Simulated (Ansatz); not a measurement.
System: CsCl-type NiAl. Method: HSE06-D3(BJ) in Ansatz (plane waves, PAW).

Run with plane-wave cutoff 460 eV, 10×10×10 k mesh, Fermi–Dirac smearing 0.05 eV, no spin polarisation, scalar-relativistic PAW data made under PBE.

Energies at three volumes about the minimum:

```tsv
V (Å³/atom)	E − E_lowest (meV/atom)
10.941	4.23
11.160	0.00
11.503	3.76
```

Task: Fit a parabola by hand: where is the minimum, what lattice constant follows, and what is the bulk modulus?

Result: Slopes: (0.00 − 4.23)/(11.160 − 10.941) = -19.315 and (3.76 − 0.00)/(11.503 − 11.160) = 10.962 meV/Å³. Curvature E″ = 2 × (10.962 − (-19.315))/(11.503 − 10.941) = 107.747 meV/Å⁶. From the middle of the first interval, the slope vanishes at V0 = 11.0505 − (-19.315)/107.747 = 11.230 Å³/atom. B = V0 E″ = 11.230 × 107.747 meV/Å³ × 0.1602 GPa per meV/Å³ = 194 GPa. With 2 atoms in the cube, a = (2 × 11.230)^(1/3) = 2.821 Å. The full Birch–Murnaghan fit to all volumes gives V0 = 11.224 Å³/atom and B0 = 191 GPa.

Measured, for comparison: bulk modulus 156 GPa (room temperature, not corrected to a static lattice; as tabulated in Yamada et al. (2019), arXiv:1910.09660); lattice constant a 2.882 Å (extrapolated to 0 K, zero-point anharmonic expansion removed (Haas, Tran, Blaha 2009); as tabulated in Levämäki et al. (2014), arXiv:1402.3671). Computed (rounded) less measured: bulk modulus +22 %.

Note: the run has no spin polarisation, so it can have missed a magnetic state.

Ansatz is a quantum-chemistry and plane-wave program.
